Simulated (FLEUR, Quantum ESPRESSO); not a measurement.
A FLEUR input for a self-consistent single point of GaN (Fm-3m, 2 atoms in the cell) (DFT, LDA (Perdew-Zunger), all-electron FLAPW (FLEUR), scalar-relativistic valence):

Input of the input generator:

```
scf GaN
&input film=f /
0.0000000000 0.7071067812 0.7071067812
0.7071067812 0.0000000000 0.7071067812
0.7071067812 0.7071067812 0.0000000000
5.7063649636
1.0 1.0 1.0

2
31 0.0000000000 0.0000000000 0.0000000000
7 0.5000000000 0.5000000000 0.5000000000

&comp jspins=1 /
&exco xctyp='pz' /
&kpt div1=9 div2=9 div3=9 /
&end /
```

```xml
<?xml version="1.0" encoding="UTF-8" standalone="no"?>
<fleurInput fleurInputVersion="0.39">
   <comment>
      scf GaN                                                                                             
   </comment>
   <calculationSetup>
      <cutoffs Kmax="4.0" Gmax="20.0" GmaxXC="20.0" numbands="0"/>
      <scfLoop itmax="80" minDistance="0.00001" maxIterBroyd="40" imix="Anderson" alpha="0.05" precondParam="0.0" spinf="2.0"/>
      <coreElectrons ctail="T" frcor="F" kcrel="0" coretail_lmax="0"/>
      <xcFunctional name="pz" relativisticCorrections="F"/>
      <magnetism jspins="1"/>
      <soc l_soc="F" theta="0.0" phi="0.0" spav="F"/>
      <expertModes spex="0" secvar="F"/>
      <geometryOptimization l_f="T" forcealpha="1.0" forcemix="BFGS" epsdisp="0.00001" epsforce="0.00001"/>
      <ldaU l_linMix="F" mixParam="0.05" spinf="1.0"/>
   </calculationSetup>
   <cell>
      <bzIntegration valenceElectrons="26.0" mode="hist" fermiSmearingEnergy="0.00183747">
         <kPointListSelection listName="default-1"/>
         <!-- k-points included here -->
         <xi:include xmlns:xi="http://www.w3.org/2001/XInclude" href="kpts.xml"> </xi:include>
      </bzIntegration>
      <!-- symmetry operations included here -->
      <xi:include xmlns:xi="http://www.w3.org/2001/XInclude" href="sym.xml"> </xi:include>
      <bulkLattice scale="1.0">
         <bravaisMatrix>
            <row-1>    0.0000000000000000     4.0350093617636507     4.0350093617636507</row-1>
            <row-2>    4.0350093617636507     0.0000000000000000     4.0350093617636507</row-2>
            <row-3>    4.0350093617636507     4.0350093617636507     0.0000000000000000</row-3>
         </bravaisMatrix>
      </bulkLattice>
   </cell>
   <atomSpecies>
      <species name="Gallium (Ga)" element="Ga" atomicNumber="31">
         <mtSphere radius="2.12" gridPoints="701" logIncrement="0.018"/>
         <atomicCutoffs lmax="6" lnonsphr="4"/>
         <electronConfig flipSpins="F">
            <coreConfig>(1s1/2) (2s1/2) (2p1/2) (2p3/2)</coreConfig>
            <valenceConfig>(3s1/2) (3p1/2) (3p3/2) (4s1/2) (3d3/2) (3d5/2) (4p1/2) (4p3/2)</valenceConfig>
            <stateOccupation state="(4p1/2)" spinUp="0.1666666666667" spinDown="0.1666666666667"/>
            <stateOccupation state="(4p3/2)" spinUp="0.3333333333333" spinDown="0.3333333333333"/>
         </electronConfig>
         <energyParameters s="4" p="4" d="3" f="4"/>
         <lo type="SCLO" l="0" n="3" eDeriv="0"/>
         <lo type="SCLO" l="1" n="3" eDeriv="0"/>
         <lo type="SCLO" l="1" n="3" eDeriv="1"/>
         <lo type="HELO" l="2" n="4" eDeriv="0"/>
         <lo type="HELO" l="2" n="4" eDeriv="1"/>
         <lo type="SCLO" l="3" n="4" eDeriv="2"/>
      </species>
      <species name="Nitrogen (N)" element="N" atomicNumber="7">
         <mtSphere radius="1.62" gridPoints="537" logIncrement="0.02"/>
         <atomicCutoffs lmax="5" lnonsphr="3"/>
         <electronConfig flipSpins="F">
            <coreConfig>(1s1/2)</coreConfig>
            <valenceConfig>(2s1/2) (2p1/2) (2p3/2)</valenceConfig>
            <stateOccupation state="(2p1/2)" spinUp="0.5" spinDown="0.5"/>
            <stateOccupation state="(2p3/2)" spinUp="1.0" spinDown="1.0"/>
         </electronConfig>
         <energyParameters s="2" p="2" d="3" f="4"/>
         <lo type="SCLO" l="0" n="2" eDeriv="2"/>
         <lo type="SCLO" l="1" n="2" eDeriv="2"/>
         <lo type="SCLO" l="2" n="3" eDeriv="2"/>
      </species>
   </atomSpecies>
   <atomGroups>
      <atomGroup species="Gallium (Ga)">
         <relPos label="                   1">.0000000000 .0000000000 .0000000000</relPos>
         <force calculate="T" relaxXYZ="TTT"/>
      </atomGroup>
      <atomGroup species="Nitrogen (N)">
         <relPos label="                   2">1.000/2.000 1.000/2.000 1.000/2.000</relPos>
         <force calculate="T" relaxXYZ="TTT"/>
      </atomGroup>
   </atomGroups>
   <output dos="F" band="F" slice="F">
      <checks vchk="F" cdinf="F"/>
      <bandDOS minEnergy="-.5*Htr" maxEnergy="0.5*Htr" sigma="0.015" storeEVData="T"/>
      <vacuumDOS vacdos="F" integ="F" star="F" nstars="0" locx1="0.0" locy1="0.0" locx2="0.0" locy2="0.0" nstm="0" tworkf="0.0"/>
      <unfoldingBand unfoldBand="F" supercellX="1" supercellY="1" supercellZ="1"/>
      <plotting iplot="0" polar="F">
         <plot TwoD="T" vec1="  1.0  0.0  0.0" vec2="  0.0  1.0  0.0" vec3="  0.0  0.0  1.0" zero="  0.0  0.0  0.0" file="plot"/>
      </plotting>
      <chargeDensitySlicing numkpt="0" minEigenval="0.0" maxEigenval="0.0" nnne="0" pallst="F"/>
      <specialOutput eonly="F"/>
      <magneticCircularDichroism mcd="F" energyLo="-10.0" energyUp="0.0"/>
   </output>
  <!-- We include the file relax.xml here to enable relaxations (see documentation) -->
  <xi:include xmlns:xi="http://www.w3.org/2001/XInclude" href="relax.xml"> <xi:fallback/> </xi:include>
</fleurInput>
```

Write the same calculation as an input for Quantum ESPRESSO.

One input that does it (others would too):

```fortran
&CONTROL
   calculation = 'scf'
   prefix = 'GaN'
   outdir = './out'
   pseudo_dir = './'
   tprnfor = .true.
   tstress = .true.
/
&SYSTEM
   ibrav = 2
   celldm(1) = 8.0700187234
   nat = 2
   ntyp = 2
   ecutwfc = 50
   ecutrho = 250
   occupations = 'smearing'
   smearing = 'fermi-dirac'
   degauss = 0.0036749
/
&ELECTRONS
   conv_thr = 1.0d-10
   mixing_beta = 0.7
/
ATOMIC_SPECIES
Ga    69.7230  ga_lda_v1.4.uspp.F.UPF
N     14.0070  n_lda_v1.2.uspp.F.UPF
ATOMIC_POSITIONS {crystal}
Ga    0.0000000000    0.0000000000    0.0000000000
N     0.5000000000    0.5000000000    0.5000000000
K_POINTS {automatic}
9 9 9  0 0 0
```

Basis, cutoffs, solver keys and any potentials are the target program's own. This input uses DFT, LDA (PZ), plane waves, GBRV 1.5 ultrasoft (LDA) pseudopotentials. LDA parametrisations can differ slightly between programs. Both were run: gap on the mesh 0.443 eV in FLEUR and 0.440 in Quantum ESPRESSO.

On FLEUR: the starting cell comes from a database of computed structures (which also holds hypothetical and non-ambient phases and stackings), without a prior relaxation at this level. Values depend on the basis (sphere radii, cutoffs, local orbitals), which need not be converged.

On Quantum ESPRESSO: the starting cell comes from a database of computed structures (which also holds hypothetical and non-ambient phases and stackings), without a prior relaxation at this level. With a pressure of about -13 GPa the cell is away from its equilibrium volume at this level.
